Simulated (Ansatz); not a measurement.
Worked example: self-consistent single point of MoW₃Se₆S₂ (P3m1, 12 atoms in the cell) in Ansatz (a quantum-chemistry and plane-wave program)

Method: PBEsol, default PAW files made with PBE (plane waves; Ansatz).

This input was run:

Ansatz 0.2 input:
```yaml
crystal:
  lattice:
    - [3.221952, 0.000000, 0.000000]
    - [-1.610976, 2.790293, 0.000000]
    - [0.000000, 0.000000, 36.652633]
  atoms:
    - { symbol: Mo, position: [0.000000, 0.000000, 0.093910] }
    - { symbol: W, position: [0.000000, 0.000000, 0.469660] }
    - { symbol: W, position: [0.333333, 0.666667, 0.281810] }
    - { symbol: W, position: [0.333333, 0.666667, 0.657530] }
    - { symbol: Se, position: [0.000000, 0.000000, 0.327160] }
    - { symbol: Se, position: [0.000000, 0.000000, 0.702900] }
    - { symbol: Se, position: [0.333333, 0.666667, 0.048820] }
    - { symbol: Se, position: [0.333333, 0.666667, 0.139000] }
    - { symbol: Se, position: [0.000000, 0.000000, 0.236450] }
    - { symbol: Se, position: [0.000000, 0.000000, 0.612160] }
    - { symbol: S, position: [0.333333, 0.666667, 0.428450] }
    - { symbol: S, position: [0.333333, 0.666667, 0.510870] }
kpoints:
  mp_grid: { grid: [7, 7, 1] }
hamiltonian:
  xc: pbesol
  pseudopotentials: { kind: paw }
scf:
  occupations: { method: fermi_dirac, width: 0.02 }
output:
  forces: true
  eigenvalues: true
  stress: true
```

Output, abridged:

```
WARN the atoms were moved onto the symmetric positions of the space group found under crystal.symmetry.tolerance 1.0e-5 (fractional …
WARN basis.ecutwfc = 420 eV, the default
WARN ansatz: RAYON_NUM_THREADS=1 ignored (pool sized by the plan → 1); use --threads N
Pseudopotentials: kind: paw
Pseudopotential: Mo, paw, valence charge 14
Pseudopotential: W, paw, valence charge 14
Pseudopotential: Se, paw, valence charge 16
Pseudopotential: S, paw, valence charge 6
Crystal: 12 atoms, lattice volume = 329.514 Å³
Basis set: ecut = 420 eV, 6531 PW (Γ), exchange–correlation on 48×48×500 points (8 copies of the dense FFT grid, shifted against one another)
Bands: 99, of which v1, the nominal top of the filled ones, is band 82 counted from 1 (81 counted from 0)
Symmetry: 6 space group operations
Space group: P3m1 (ITA 156), of the structure as read, at distance tolerance 6.9e-5 Å
k-points: 8 of 49 (time reversal used)
PAW frozen core: Mo, regenerated for the run's functional, and the local potential with it
PAW frozen core: W, regenerated for the run's functional, and the local potential with it
PAW frozen core: Se, regenerated for the run's functional, and the local potential with it
PAW frozen core: S, regenerated for the run's functional, and the local potential with it
Initial density: superposition of atomic densities (neutral atoms: chi_scale 0, normalization atom), corrected by the library's trained network
Initial wavefunctions: pseudopotential atomic-orbital guess
Eigensolver: davidson
Functional: x = pbesol(κ = 0.804, μ = 0.12345679012345678), c = pbesol(β = 0.046)
SCF iter   1: F=—  HF=-69990.426910 eV  |F-HF|=—  |Δ(HF+E_count)|=         —  Δρ=5.63e-3  dr2=2.17e-1  ethr=1.77e-3  ⟨swp⟩=8.0  Hψ=3418  notcnv=0  defer=1
all-band conjugate gradients solve this SCF's bands
preconditioner: auto → Resta (q_TF=auto, 2.429 Å⁻¹)
SCF iter   2: F=—  HF=-69990.406137 eV  |F-HF|=—  |Δ(HF+E_count)|=   2.08e-2  Δρ=2.74e-3  dr2=2.56e-2  ethr=1.32e-4  ⟨swp⟩=3.0  Hψ=1247  notcnv=0  defer=87
SCF iter   3: F=—  HF=-69990.406799 eV  |F-HF|=—  |Δ(HF+E_count)|=   6.62e-4  Δρ=1.54e-3  dr2=6.23e-3  ethr=1.56e-5  ⟨swp⟩=2.0  Hψ=973  notcnv=0  defer=87
SCF iter   4: F=—  HF=-69990.408449 eV  |F-HF|=—  |Δ(HF+E_count)|=   1.65e-3  Δρ=7.30e-4  dr2=4.02e-3  ethr=3.80e-6  ⟨swp⟩=2.6  Hψ=1018  notcnv=0  defer=87
SCF iter   5: F=—  HF=-69990.408338 eV  |F-HF|=—  |Δ(HF+E_count)|=   1.12e-4  Δρ=1.63e-4  dr2=2.21e-4  ethr=2.45e-6  ⟨swp⟩=2.0  Hψ=946  notcnv=0  defer=87
SCF iter   6: F=—  HF=-69990.408299 eV  |F-HF|=—  |Δ(HF+E_count)|=   3.83e-5  Δρ=8.09e-5  dr2=1.06e-4  ethr=1.35e-7  ⟨swp⟩=2.5  Hψ=1364  notcnv=0  defer=87
SCF iter   7: F=—  HF=-69990.408289 eV  |F-HF|=—  |Δ(HF+E_count)|=   9.82e-6  Δρ=4.41e-5  dr2=1.47e-5  ethr=6.45e-8  ⟨swp⟩=2.0  Hψ=904  notcnv=0  defer=87
SCF iter   8: F=—  HF=-69990.407945 eV  |F-HF|=—  |Δ(HF+E_count)|=   3.45e-4  Δρ=1.64e-5  dr2=1.99e-6  ethr=8.99e-9  ⟨swp⟩=2.0  Hψ=1225  notcnv=0  defer=87
SCF iter   9: F=—  HF=-69990.407945 eV  |F-HF|=—  |Δ(HF+E_count)|=   9.53e-8  Δρ=7.33e-6  dr2=3.93e-7  ethr=1.21e-9  ⟨swp⟩=2.2  Hψ=1317  notcnv=0  defer=87
SCF iter  10: F=—  HF=-69990.407945 eV  |F-HF|=—  |Δ(HF+E_count)|=   4.01e-8  Δρ=3.81e-6  dr2=1.27e-7  ethr=6.10e-11  ⟨swp⟩=13.1  Hψ=3710  notcnv=0
SCF iter  11: F=-69990.407945 eV  HF=-69990.407945 eV  |F-HF|=3.83e-8  |Δ(HF+E_count)|=   4.16e-9  Δρ=2.35e-6  dr2=4.73e-8  ethr=6.10e-11  ⟨swp⟩=5.5  Hψ=2722  notcnv=0
SCF 1 converged in 11 iterations: F = -69990.407945 eV  dr2 = 4.73e-8
SCF converged after 11 iterations
Free energy (F): -69990.407945 eV
Harris-Foulkes:  -69990.407945 eV  (|F-HF|=3.83e-8)
Internal energy: -69990.407945 eV  (E = F + TS)
E sigma→0 (E₀):  -69990.407945 eV
Fermi energy:    7.790254 eV
--- Per-component energies (eV) ---
  E_band       = -3530.918800
  E_kinetic    = 2735.480613
  E_local      = -117391.256492  (includes V_loc(G=0)·N_el)
  E_nonlocal   = -3341.848951
  E_hartree    = 57708.237666
  E_xc         = -1798.190436
  E_vxc        = -1717.932300  (∫ρ·V_xc dr)
  E_paw        = -40828.775291  (= ΣΔE_a)
  E_vpaw       = 768.176130  (= ΣTr[D̂ρ^β])
  E_aug_tail   = -0.003789  (compensation charges beyond the density's cutoff)
  E_ewald      = 32918.899458
  E_core_change = 7.049277  (= ΣΔE_core)
  E_smearing   = -0.000000  (= −TS)
  E_closure    = -0.000000  (closes the sum)
  Σ components = -69990.407945   (vs F -69990.407945, Δ=0.00e0)
--- Forces (eV/Å), atoms counted from 1 ---
  atom   1  Mo     0.00000000    -0.00000000    -0.01449942
  atom   2  W      0.00000000    -0.00000000    -0.00005491
  atom   3  W     -0.00000000     0.00000000     0.00403326
  atom   4  W     -0.00000000     0.00000000     0.00510758
  atom   5  Se     0.00000000    -0.00000000     0.58009004
  atom   6  Se     0.00000000    -0.00000000     0.53265989
  atom   7  Se    -0.00000000     0.00000000    -0.48358687
  atom   8  Se     0.00000000     0.00000000     0.53261554
  atom   9  Se    -0.00000000    -0.00000000    -0.58927029
  atom  10  Se    -0.00000000    -0.00000000    -0.56729163
  atom  11  S     -0.00000000     0.00000000    -0.64153604
  atom  12  S      0.00000000     0.00000000     0.64174865
  max |Σ_I F_I| component: 1.58e-5 eV/Å
--- Stress (GPa, compression-positive) ---
        2.087909       0.000000       0.000000
        0.000000       2.087909       0.000000
        0.000000       0.000000       3.281170
  P = ⅓ Tr σ = 2.4857 GPa (24.857 kbar)
  The stress holds the Pulay correction. Without it, at fixed plane waves, as pw.x and ABINIT print it: P = 2.4660 GPa
--- Band table (eV; the first three rows and the last of 8) ---
  k-point 0: bands = ["-67.3528", "-66.5485", "-66.5439", "-53.5860", "-40.3718", "-40.3718", "-40.3651", "-40.3651", "-40.3302", "-40.3302", "-40.3213", "-40.3213", "-40.3138", "-40.3122", "-40.3122", "-40.3087", "-40.3087", "-40.3039", "-40.3021", [...]
  k-point 1: bands = ["-67.3501", "-66.5458", "-66.5412", "-53.5799", "-40.3717", "-40.3707", "-40.3651", "-40.3640", "-40.3305", "-40.3303", "-40.3217", "-40.3215", "-40.3133", "-40.3122", "-40.3111", "-40.3088", "-40.3076", "-40.3034", "-40.3021", [...]
  k-point 2: bands = ["-67.3440", "-66.5397", "-66.5352", "-53.5662", "-40.3717", "-40.3683", "-40.3650", "-40.3616", "-40.3313", "-40.3307", "-40.3225", "-40.3218", "-40.3123", "-40.3121", "-40.3088", "-40.3086", "-40.3052", "-40.3022", "-40.3021", [...]
  k-point 7: bands = ["-67.3371", "-66.5329", "-66.5284", "-53.5507", "-40.3695", "-40.3676", "-40.3628", "-40.3609", "-40.3321", "-40.3311", "-40.3231", "-40.3222", "-40.3108", "-40.3103", "-40.3081", "-40.3065", "-40.3046", "-40.3008", "-40.3002", [...]
```

The run converged in 11 iterations.

The starting cell comes from a database of computed structures (which also holds hypothetical and non-ambient phases and stackings), without a prior relaxation at this level. Its lattice was rescaled by a random factor within 2.5 % of one. Spin-orbit coupling is off. Ansatz's pressure includes its estimate of the finite-basis (Pulay) stress. Another mesh or the band path of this cell gives a smaller gap, so this value is not converged in the mesh.
